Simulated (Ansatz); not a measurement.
A computed series for Pd: response to strain

Base system: Pd in the fcc (Cu type) structure (space group Fm-3m, No. 225; a = 3.945 Å; relaxed with 0.1 eV smearing).

Strains are applied to the cell and any free atomic positions relax.

Method: PBE (Ansatz, a quantum-chemistry and plane-wave program), no SOC, earlier PAW set.

| isotropic strain (%) | pressure (GPa) |
|---|---|
| -5.7 | 47.5 |
| -2.55 | ? |
| 0 | 0.0 |
| 2.93 | -11.3 |
| 3.16 | -12.0 |

Question: Fit P = P₀ − Bδ + Cδ² with δ = (1 + ε)³ − 1 to the rows shown and predict the withheld row.

Answer: Least squares on the printed values gives P₀ = 0.0 GPa, B = 187 GPa, C = 665 GPa (largest residual 0.1 GPa); this predicts 17.6 GPa, and the run gives 16.0 GPa, 1.6 lower.

No phonon test of stability was made. The final runs are not spin-polarised. Pd lies near a magnetic instability that expansion can trigger; it was not tested.
